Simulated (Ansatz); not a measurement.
Levels about the gap of amorphous In24O39La2 (65 atoms in a cell of 933 Å³, 6.51 g/cm³; zone centre alone, so wide bands show as single levels with stretches between that a denser mesh fills), at the geometry that PBE relaxed, where it gives -0.2 GPa on a denser mesh. The participation number counts the atoms over which a state spreads; weights are charges in smoothed Voronoi cells. The levels come from a single point, so bond lengths are those of that geometry. Method of the levels: PBE, scalar-relativistic without spin-orbit coupling (Ansatz, a program for electronic structure). Sampling: the zone centre alone; Fermi-Dirac width 0.02 eV; no spin polarisation. At PBE the levels at the filled edge of the gap are localised (band-tail or defect states).

A CHGNet melt-quench gave the starting glass, which DFT then relaxed. O atoms were pushed apart under 1.9 Å during the dynamics, to hinder bonds among them. The hot cell started wider than the set density and was brought back towards it in steps. It is the lowest in DFT energy of 2 quenches. It is a model cell: composition and starting density were chosen by hand, and all elements were melted together. No dispersion term was used. Its density started from a set value of 6.51 and ended at 6.51 g/cm³. The simulated quench (nominally 280 K/ps over its main leg) is rapid and tends to freeze in more defects than a deposited or slowly cooled glass has. Values belong to this one cell and scatter from quench to quench. The volume was held where the preparation left it and the shape relaxed, at a PBE pressure of -0.2 GPa (tension).

```csv
"E - E(highest filled), eV",filling,participation number,largest on,weight O,weight In,weight La
-0.32,filled,28.1,"O, 4 neighbours",0.93,0.05,0.02
-0.27,filled,19.1,"O, 4 neighbours",0.94,0.06,0.00
-0.24,filled,14.0,"O, 3 neighbours",0.94,0.05,0.01
-0.23,filled,13.5,"O, 4 neighbours",0.94,0.05,0.01
-0.18,filled,13.5,"O, 3 neighbours",0.94,0.05,0.01
-0.10,filled,14.8,"O, 4 neighbours",0.94,0.05,0.01
0.00,filled,6.6,"O, 3 neighbours",0.95,0.04,0.01
0.74,empty,60.2,"O, 4 neighbours",0.58,0.41,0.02
3.24,empty,30.1,"In, 4 neighbours",0.60,0.39,0.01
3.44,empty,22.4,"In, 4 neighbours",0.61,0.37,0.01
3.65,empty,40.4,"In, 6 neighbours",0.59,0.37,0.04
3.68,empty,39.4,"In, 5 neighbours",0.60,0.39,0.02
3.73,empty,47.6,"In, 5 neighbours",0.61,0.36,0.02
3.96,empty,39.7,"In, 6 neighbours",0.60,0.38,0.02
```

Most localised among these is the filled level at +0.00 eV, on a O atom, which has 3 neighbours (In 2.09 Å, In 2.10 Å, La 2.38 Å).
